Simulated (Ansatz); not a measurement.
System: YScO3 (P6₃/mmc, No. 194, 10 atoms in the cell; start mp-768479). Method: r²SCAN in Ansatz (PAW).

Numerical settings: plane-wave cutoff 560 eV, 12×12×4 k mesh (along the axes of the cell as run), Fermi–Dirac smearing 0.01 eV, scalar-relativistic PAW data made under PBE.

Cell (relaxed with PBEsol):

```xyz
10
Lattice="3.5473 0.0000 0.0000 -1.7737 3.0721 0.0000 0.0000 0.0000 12.1880" Properties=species:S:1:pos:R:3 pbc="T T T"
Y      0.0000     0.0000     6.0940
Y      0.0000     0.0000     0.0000
Sc     1.7737     1.0240     9.1410
Sc     0.0000     2.0481     3.0470
O      1.7737     1.0240     7.0951
O      0.0000     2.0481     5.0930
O      0.0000     2.0481     1.0011
O      1.7737     1.0240    11.1870
O      0.0000     0.0000     9.1410
O      0.0000     0.0000     3.0470
```

Task: Give the computed band gap and direct gap at Γ.

Result: 
band gap: 3.75 eV
direct gap at Γ: 4.65 eV

Note: cell and atoms aren't relaxed at this level (largest force component 0.07 eV/Å, pressure 2.8 GPa).

Spin–orbit coupling is not included.

The result took very roughly 30 core-seconds.

A start named mp-… is a Materials Project structure, which need not be a measured phase.

Ansatz is a quantum-chemistry and plane-wave program.
